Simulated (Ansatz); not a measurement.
## Parameter sweep on Zn3Hg (Amm2, 4 atoms in the cell)

```
CELL_PARAMETERS angstrom
     10.47985     0.00000     0.00000
      0.00000     1.43677     2.47639
      0.00000    -1.43677     2.47639
ATOMIC_POSITIONS crystal
  Zn 0.00000 0.66453 0.66453
  Zn 0.21033 0.34249 0.34249
  Zn 0.78967 0.34249 0.34249
  Hg 0.50000 0.65049 0.65049
```

Base run A: LDA (PW92), default PAW files made with PBE in Ansatz (an electronic-structure program), self-consistent single point.

Its settings: kpoints.mp_grid.grid = 3 11 11; kpoints.mp_grid.shift = 0.5 0.5 0.5; hamiltonian.xc = lda; hamiltonian.pseudopotentials = {kind: paw} (the program's default PAW files); scf.occupations.method = fermi_dirac; scf.occupations.width = 0.05 eV.

The starting cell comes from a database of computed structures (which also holds hypothetical and non-ambient phases and stackings), without a prior relaxation at this level. In the base run, with a pressure of about -8 GPa the cell is away from its equilibrium volume at this level. Ansatz's pressure includes its estimate of the finite-basis (Pulay) stress.

ΔF is the free energy per atom less that of run A. 

Runs:
- B: scf.mixing.preconditioner: default (the program chose Kerker) → none
- C: scf.mixing.preconditioner: default (the program chose Kerker) → kerker
- D: scf.mixing.preconditioner: default (the program chose Kerker) → kerker_dos
- E: scf.mixing.preconditioner: default (the program chose Kerker) → resta; scf.mixing.eps_inf: default → 10
- F: scf.mixing.preconditioner: default (the program chose Kerker) → ldos
- G: scf.mixing.preconditioner: default (the program chose Kerker) → local_kerker
- H: scf.mixing.preconditioner: default (the program chose Kerker) → kerker; scf.mixing.q_tf: default → 0.2
- I: scf.mixing.preconditioner: default (the program chose Kerker) → kerker; scf.mixing.q_tf: default → 0.5
- J: scf.mixing.preconditioner: default (the program chose Kerker) → kerker; scf.mixing.q_tf: default → 1.5

```json
[
 {"run": "A", "ΔF (meV/atom)": "0.00", "pressure (GPa)": "-7.53", "largest force (eV/Å)": "0.033", "iterations": "9"},
 {"run": "B", "ΔF (meV/atom)": "0.00", "pressure (GPa)": "-7.53", "largest force (eV/Å)": "0.033", "iterations": "8"},
 {"run": "C", "ΔF (meV/atom)": "0.00", "pressure (GPa)": "-7.53", "largest force (eV/Å)": "0.033", "iterations": "9"},
 {"run": "D", "ΔF (meV/atom)": "0.00", "pressure (GPa)": "-7.53", "largest force (eV/Å)": "0.033", "iterations": "8"},
 {"run": "E", "ΔF (meV/atom)": "0.00", "pressure (GPa)": "-7.53", "largest force (eV/Å)": "0.033", "iterations": "8"},
 {"run": "F", "ΔF (meV/atom)": "0.00", "pressure (GPa)": "-7.53", "largest force (eV/Å)": "0.033", "iterations": "7"},
 {"run": "G", "ΔF (meV/atom)": "0.00", "pressure (GPa)": "-7.53", "largest force (eV/Å)": "0.033", "iterations": "7"},
 {"run": "H", "ΔF (meV/atom)": "0.00", "pressure (GPa)": "-7.53", "largest force (eV/Å)": "0.033", "iterations": "8"},
 {"run": "I", "ΔF (meV/atom)": "0.00", "pressure (GPa)": "-7.53", "largest force (eV/Å)": "0.033", "iterations": "8"},
 {"run": "J", "ΔF (meV/atom)": "0.00", "pressure (GPa)": "-7.53", "largest force (eV/Å)": "0.033", "iterations": "7"}
]
```

Runs B, C, D, E, F, G, H, I, J ended on the same solution as A (within 1 meV/atom).

Keys are those of Ansatz 0.2.
